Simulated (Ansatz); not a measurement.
Take MgO (space group P4_2/mnm, No. 136; a = 5.5103 Å, c = 3.2763 Å; a hypothetical phase, not in the database extracts checked) as the base.

The change: a negative pressure, −2 GPa.

Levels (all Ansatz, a quantum-chemistry and plane-wave program, PAW): PBEsol (420 eV, without spin-orbit coupling); HSE06 (420 eV, no spin-orbit coupling).

The geometry is relaxed with PBEsol.

| Item | Result |
|---|---|
| PBEsol lowest conduction level above the VBM at special points | Γ 3.28 eV; X 5.43 eV; M 6.45 eV |

Task: How does going to HSE06 change the lowest conduction level above the VBM at special points?

Result: The lowest conduction level above the VBM at special points goes from Γ 3.28 eV; X 5.43 eV; M 6.45 eV to Γ 4.98 eV; X 7.18 eV; M 8.25 eV.

Single points use the geometry relaxed with PBEsol. The hybrid gap comes from the SCF mesh plus the semilocal run's edge points and a few special points and is an upper bound. The levels and masses belong to the bands next to the band gap. Load acts through the strain it causes; cell and atoms are relaxed under it. No phonon test of stability was made.
